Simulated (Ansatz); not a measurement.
Effect of tensor shear ε_xy = −0.91 % on SrTiO3

Consider SrTiO₃ (space group I4/mcm, No. 140; a = 5.4873 Å, c = 7.8087 Å). Axes: x, y, z lie along a, b, c of the conventional cell.

Modification: a pure shear with ε_xy = ε_yx = -0.0091; the atoms relax in the strained cell.

Level of theory: plane-wave PAW DFT at the PBEsol level (Ansatz, a program for electronic structure, 420 eV), scalar-relativistic without spin-orbit coupling. k-mesh 9×9×9 (Γ-centred); smearing 0.05 eV (Fermi–Dirac).

- Volume per atom: 11.76 Å³ (base 11.76 Å³)
- Shortest interatomic distance: 1.932 Å (base 1.949 Å)
- Energy relative to the base (free energy F): +1.5 meV/atom
- Pressure (mean of the normal stresses, compression positive): 0.07 GPa (base 0.00 GPa)
- Band gap: 1.94 eV (base 1.97 eV)
- Gap character: indirect, Γ–Z (29 % along) → Γ
- Smallest direct gap: 1.95 eV (base 1.98 eV)
- Stress (xx, yy, zz, yz, xz, xy; compression positive): (0.11, 0.11, 0.01, 0.00, 0.00, 2.20) GPa

Stability against distortions was not tested. The final runs are not spin-polarised. This is not the structure that SrTiO3 has at room temperature and ambient pressure. k-point labels follow each cell's own Brillouin zone.
